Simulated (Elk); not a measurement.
Band structure of ZrGe (Pnma, 8 atoms in the cell).

```
CELL_PARAMETERS angstrom
      7.09613     0.00000     0.00000
      0.00000     3.91511     0.00000
      0.00000     0.00000     5.41275
ATOMIC_POSITIONS crystal
  Zr 0.17608 0.25000 0.63089
  Zr 0.82392 0.75000 0.36911
  Zr 0.32392 0.75000 0.13089
  Zr 0.67608 0.25000 0.86911
  Ge 0.04832 0.25000 0.15219
  Ge 0.95168 0.75000 0.84781
  Ge 0.45168 0.75000 0.65219
  Ge 0.54832 0.25000 0.34781
```

Method: PBEsol, all-electron FP-LAPW, Elk's shipped species files, default APW+lo basis in Elk.

Settings: xctype = 22; stype = 0; swidth = 0.00999582 Ha; ngridk = 3 4 3; maxscl = 100.

The starting cell comes from a database of computed structures (which also holds hypothetical and non-ambient phases and stackings), without a prior relaxation at this level. Values depend on the basis (sphere radii, cutoffs, local orbitals), which need not be converged.

Levels in eV from the Fermi level, bands 49 to 56:
```tsv
point	49	50	51	52	53	54	55	56
Γ	-0.77	-0.74	-0.37	-0.28	0.54	0.56	0.64	0.93
X	-1.80	-1.80	-1.54	-1.54	2.17	2.17	2.19	2.19
S	-0.86	-0.86	-0.64	-0.64	0.03	0.03	0.80	0.80
Y	-0.98	-0.98	-0.28	-0.28	0.89	0.89	0.90	0.90
Z	-1.03	-1.03	-0.24	-0.24	0.24	0.24	0.84	0.84
U	-1.83	-1.83	-1.83	-1.83	2.38	2.38	2.38	2.38
R	-1.53	-1.53	-1.53	-1.53	1.72	1.72	1.72	1.72
T	-0.91	-0.91	-0.86	-0.86	0.52	0.52	1.11	1.11
```

Bands cross the Fermi level along this path, so the cell is metallic at this level.
